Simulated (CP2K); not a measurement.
## Input and output of a self-consistent single point for LuPd₃ (Pm-3m, 4 atoms in the cell) (CP2K)

Method: PBEsol, GPW, DZVP-MOLOPT-SR-GTH basis, GTH-PBE potentials (GTH_POTENTIALS) (CP2K).

The input file:

```
&GLOBAL
  PROJECT run
  RUN_TYPE ENERGY_FORCE
  PRINT_LEVEL LOW
&END GLOBAL
&FORCE_EVAL
  METHOD Quickstep
  STRESS_TENSOR ANALYTICAL
  &DFT
    BASIS_SET_FILE_NAME BASIS_MOLOPT
    BASIS_SET_FILE_NAME BASIS_MOLOPT_UCL
    POTENTIAL_FILE_NAME GTH_POTENTIALS
    &QS
      METHOD GPW
      EPS_DEFAULT 1E-10
    &END QS
    &MGRID
      CUTOFF 500
      REL_CUTOFF 60
      NGRIDS 5
    &END MGRID
    &SCF
      SCF_GUESS ATOMIC
      EPS_SCF 1E-6
      MAX_SCF 100
      ADDED_MOS 13
      &DIAGONALIZATION
        ALGORITHM STANDARD
      &END DIAGONALIZATION
      &MIXING
        METHOD BROYDEN_MIXING
        ALPHA 0.2
        NBUFFER 10
        BETA 1
      &END MIXING
      &SMEAR ON
        METHOD METHFESSEL_PAXTON
        SIGMA [eV] 0.136
      &END SMEAR
    &END SCF
    &KPOINTS
      SCHEME MONKHORST-PACK 5 5 5
    &END KPOINTS
    &XC
      &XC_FUNCTIONAL
        &PBE
          PARAMETRIZATION PBESOL
        &END PBE
      &END XC_FUNCTIONAL
    &END XC
    &PRINT
      &MO
        EIGENVALUES T
        OCCUPATION_NUMBERS T
        NDIGITS 8
        FILENAME mo
        &EACH
          QS_SCF 0
        &END EACH
        ADD_LAST NUMERIC
      &END MO
      &MULLIKEN OFF
      &END MULLIKEN
    &END PRINT
  &END DFT
  &SUBSYS
    &CELL
      A 4.02900000 0.00000000 0.00000000
      B 0.00000000 4.02900000 0.00000000
      C 0.00000000 0.00000000 4.02900000
      PERIODIC XYZ
    &END CELL
    &COORD
      SCALED
      Lu       0.00000000     0.00000000     0.00000000
      Pd       0.00000000     0.50000000     0.50000000
      Pd       0.50000000     0.00000000     0.50000000
      Pd       0.50000000     0.50000000     0.00000000
    &END COORD
    &KIND Lu
      BASIS_SET DZVP-MOLOPT-SR-GTH
      POTENTIAL GTH-PBE-q25
    &END KIND
    &KIND Pd
      BASIS_SET DZVP-MOLOPT-SR-GTH
      POTENTIAL GTH-PBE-q18
    &END KIND
  &END SUBSYS
  &PRINT
    &FORCES ON
    &END FORCES
    &STRESS_TENSOR ON
    &END STRESS_TENSOR
  &END PRINT
&END FORCE_EVAL
```

Output, abridged:

```
 GLOBAL| Method name                                                        CP2K
 GLOBAL| Project name                                                        run
 GLOBAL| Run type                                                   ENERGY_FORCE

 TOTAL NUMBERS AND MAXIMUM NUMBERS

  Total number of            - Atomic kinds:                                   2
                             - Atoms:                                          4
                             - Shell sets:                                     4
                             - Shells:                                        31
                             - Primitive Cartesian functions:                 25
                             - Cartesian basis functions:                    146
                             - Spherical basis functions:                    117

  Maximum angular momentum of- Orbital basis functions:                        4
                             - Local part of the GTH pseudopotential:          2
                             - Non-local part of the GTH pseudopotential:      4

 SCF PARAMETERS         Density guess:                                    ATOMIC
                        max_scf:                                             100
                        max_diis:                                              4
                        eps_scf:                                        1.00E-06
                        eps_diis:                                       1.00E-01
                        eps_eigval:                                     1.00E-05
                        level_shift [a.u.]:                             0.000000
                        added MOs                                        13    0
                        Mixing method:                            BROYDEN_MIXING
                                                charge density mixing in g-space
                        Smear method:                          METHFESSEL_PAXTON
                        Smearing width (sigma) [a.u.]:                  5.00E-03
                        Accuracy threshold:                             1.00E-10
                        No outer SCF

 Extrapolation method: initial_guess

 Number of electrons:                                                         79
 Number of occupied orbitals:                                                 40
 Number of molecular orbitals:                                                53

 Number of orbital functions:                                                117
 Number of independent orbital functions:                                    117

 SCF WAVEFUNCTION OPTIMIZATION

  Step     Update method      Time    Convergence         Total energy    Change
     1 NoMix/Diag. 0.20E+00      -     2.20527547      -644.9473184469 -6.45E+02
     2 Broy./Diag. 0.20E+00      -     0.21099579      -656.6127743753 -1.17E+01
     3 Broy./Diag. 0.20E+00      -     0.08143431      -648.6841997524  7.93E+00
     4 Broy./Diag. 0.20E+00      -     0.06329655      -644.5660004323  4.12E+00
     5 Broy./Diag. 0.20E+00      -     0.03379468      -642.9023733420  1.66E+00
     6 Broy./Diag. 0.20E+00      -     0.00695984      -644.0118562648 -1.11E+00
     7 Broy./Diag. 0.20E+00      -     0.00360871      -643.8402369999  1.72E-01
   [... 3 lines left out ...]
    11 Broy./Diag. 0.20E+00      -     0.00021515      -643.9329257249  2.95E-03
    12 Broy./Diag. 0.20E+00      -     0.00003514      -643.9281828909  4.74E-03
    13 Broy./Diag. 0.20E+00      -     0.00001733      -643.9273966674  7.86E-04
    14 Broy./Diag. 0.20E+00      -     0.00000158      -643.9278291845 -4.33E-04
    15 Broy./Diag. 0.20E+00      -     0.00000017      -643.9278706994 -4.15E-05

  *** SCF run converged in    15 steps ***

  Electronic density on regular grids:        -78.9999999470        0.0000000530
  Core density on regular grids:               78.9999999971       -0.0000000029
  Total charge density on r-space grids:        0.0000000500
  Total charge density g-space grids:           0.0000000500

  Overlap energy of the core charge distribution:               0.00000000000006
  Self energy of the core charge distribution:              -1024.14999126670114
  Core Hamiltonian energy:                                    257.92903028959120
  Hartree energy:                                             182.78230199718897
  Exchange-correlation energy:                                -60.48921127888200
  Smearing free energy correction:                             -0.00000044092296
  Fermi energy:                                                 0.48600918832094

  Total energy:                                              -643.92787069938265

 ENERGY| Total FORCE_EVAL ( QS ) energy [hartree]           -643.927873699425049

 FORCES| Atomic forces [hartree/bohr]
 FORCES|   Atom     x               y               z               |f|
 FORCES|      1  1.37978070E-06  1.37978066E-06  1.37978065E-06   2.38985022E-06
 FORCES|      2  8.20660631E-10 -1.08865239E-09 -1.08802804E-09   1.74426285E-09
 FORCES|      3 -1.08798272E-09  8.20654901E-10 -1.08868929E-09   1.74425492E-09
 FORCES|      4 -1.08864534E-09 -1.08800022E-09  8.20629898E-10   1.74422664E-09
 FORCES| Sum     1.37842473E-06  1.37842466E-06  1.37842456E-06
 FORCES| Total atomic force                                       2.38750153E-06

 STRESS| Analytical stress tensor [bar]
 STRESS|                        x                   y                   z
 STRESS|      x       -1.27356587469E+04   2.92635901540E-01   2.92635903624E-01
 STRESS|      y        2.92635901540E-01  -1.27356570927E+04   2.92635901464E-01
 STRESS|      z        2.92635903624E-01   2.92635901464E-01  -1.27356631554E+04
 STRESS| 1/3 Trace                                            -1.27356596650E+04
```

The run converged in 15 iterations.

The starting cell comes from a database of published, mostly measured structures (it also holds non-ambient and calculated ones), without a prior relaxation at this level. Spin polarisation is off. Values carry the incompleteness of an atom-centred basis. The potentials were made for another functional than the one used.

Cost on one core of a shared machine: roughly 3 min.
